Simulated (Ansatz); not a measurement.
A self-consistent single point of MoS₂ (R3m, 3 atoms in the cell) with Ansatz (a quantum-chemistry and plane-wave program).

Computed with PBE (plane waves, PAW; Ansatz).

```yaml
crystal:
  lattice:
    - [1.60011, 0.92382, 6.51451]
    - [-1.60011, 0.92382, 6.51451]
    - [0.00000, -1.84765, 6.51451]
  atoms:
    - { symbol: Mo, position: [0.00234, 0.00234, 0.00234] }
    - { symbol: S, position: [0.41294, 0.41294, 0.41294] }
    - { symbol: S, position: [0.25330, 0.25330, 0.25330] }
```

Reference input (self-consistent single point, DFT, PBE, plane waves, default PAW files): basis.ecutwfc = 30.9 Ry; kpoints.mp_grid.grid = 9 9 9; hamiltonian.xc = pbe; hamiltonian.pseudopotentials = {kind: paw} (the program's default PAW files); scf.occupations.method = fermi_dirac; scf.occupations.width = 0.0007 Ry. This run's input differs from it in these lines:

Ansatz 0.2 input:
```diff
@@ -17,3 +17,3 @@
 scf:
-  occupations: { method: fermi_dirac, width: 0.0007 Ry }
+  occupations: { method: fermi_dirac, width: 0.0367 Ry }
 output:
```

Output (repeated stretches shortened):

```
SCF iter   1: F=—  HF=-6762.985110 eV  |F-HF|=—  |Δ(HF+E_count)|=         —  Δρ=6.00e-3  dr2=1.61e-2  ethr=1.77e-3  ⟨swp⟩=5.1  Hψ=8447  notcnv=0
all-band conjugate gradients solve this SCF's bands
preconditioner: auto → LDOS
SCF iter   2: F=—  HF=-6762.991166 eV  |F-HF|=—  |Δ(HF+E_count)|=   6.06e-3  Δρ=3.12e-3  dr2=1.28e-2  ethr=6.21e-5  ⟨swp⟩=2.9  Hψ=3854  notcnv=0
SCF iter   3: F=—  HF=-6762.989399 eV  |F-HF|=—  |Δ(HF+E_count)|=   1.77e-3  Δρ=8.47e-4  dr2=8.99e-4  ethr=4.91e-5  ⟨swp⟩=2.5  Hψ=2038  notcnv=0
SCF iter   4: F=—  HF=-6762.989349 eV  |F-HF|=—  |Δ(HF+E_count)|=   5.04e-5  Δρ=1.72e-4  dr2=1.88e-5  ethr=3.46e-6  ⟨swp⟩=1.7  Hψ=1918  notcnv=0
SCF iter   5: F=—  HF=-6762.989296 eV  |F-HF|=—  |Δ(HF+E_count)|=   5.24e-5  Δρ=2.99e-5  dr2=4.78e-7  ethr=7.22e-8  ⟨swp⟩=2.6  Hψ=3064  notcnv=0
SCF iter   6: F=-6762.989297 eV  HF=-6762.989297 eV  |F-HF|=1.62e-8  |Δ(HF+E_count)|=   2.48e-7  Δρ=7.58e-6  dr2=2.06e-8  ethr=3.85e-10  ⟨swp⟩=7.0  Hψ=8077  notcnv=0
SCF 1 converged in 6 iterations: F = -6762.989297 eV  dr2 = 2.06e-8
Free energy (F): -6762.989297 eV
Internal energy: -6762.177063 eV  (E = F + TS)
E sigma→0 (E₀):  -6762.583180 eV
Entropy (-TS):   -0.812233 eV (-270.744 meV/atom)
Fermi energy:    9.835903 eV
--- Forces (eV/Å), atoms counted from 1 ---
  atom   1  Mo    -0.00000000     0.00000000    -1.19338034
  atom   2  S     -0.00000000    -0.00000000     0.67784357
  atom   3  S     -0.00000000    -0.00000000     0.51554531
--- Stress (GPa, compression-positive) ---
        1.423778       0.000000       0.000000
        0.000000       1.423778      -0.000000
        0.000000      -0.000000       1.167929
  P = ⅓ Tr σ = 1.3385 GPa (13.385 kbar)
  The stress holds the Pulay correction. Without it, at fixed plane waves, as pw.x and ABINIT print it: P = 1.3221 GPa
```

The run converged in 6 iterations. Against the reference run the free energy falls by 73.6 meV/atom, the pressure goes from -0.48 to 1.34 GPa and the largest force goes from 1.447 to 1.193 eV/Å.

The starting cell comes from a database of computed structures (which also holds hypothetical and non-ambient phases and stackings), without a prior relaxation at this level. Its lattice was rescaled by up to half a per cent. One atom was moved a little off its site on purpose. Spin polarisation is off. Forces in this geometry exceed 1 eV/Å. Ansatz's pressure includes its estimate of the finite-basis (Pulay) stress.
